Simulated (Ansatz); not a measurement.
**A computed series for ZnCu: pressure series**

Base system: ZnCu in the CsCl type structure (space group Pm-3m, No. 221; a = 2.919 Å).

Cell and atoms are relaxed at each pressure.

Computed with r2SCAN (Ansatz, an electronic-structure program, PAW, without spin-orbit coupling).

Notes on the quantities. enthalpy: H = E + PV relative to the base's energy.

| variant | enthalpy | shortest interatomic distance | density |
|---|---|---|---|
| base | – | 2.528 Å | 8.61 g/cm³ |
| pressure −2 GPa | -0.16 eV/atom | 2.541 Å | 8.48 g/cm³ |
| pressure −1 GPa | -0.08 eV/atom | 2.534 Å | 8.55 g/cm³ |
| pressure 3 GPa | +0.23 eV/atom | 2.510 Å | 8.79 g/cm³ |
| pressure 7 GPa | +0.53 eV/atom | 2.489 Å | 9.02 g/cm³ |
| pressure 15 GPa | +1.11 eV/atom | 2.454 Å | 9.42 g/cm³ |
| pressure 30 GPa | +2.14 eV/atom | 2.402 Å | 10.03 g/cm³ |
| pressure 50 GPa | +3.43 eV/atom | 2.351 Å | 10.71 g/cm³ |
| pressure 75 GPa | +4.94 eV/atom | 2.302 Å | 11.40 g/cm³ |
| pressure 100 GPa | +6.37 eV/atom | 2.264 Å | 11.99 g/cm³ |

Load acts through the strain it causes; cell and atoms are relaxed under it. No phonon test of stability was made. Competing high-pressure phases were not computed. All final runs are without spin polarisation.
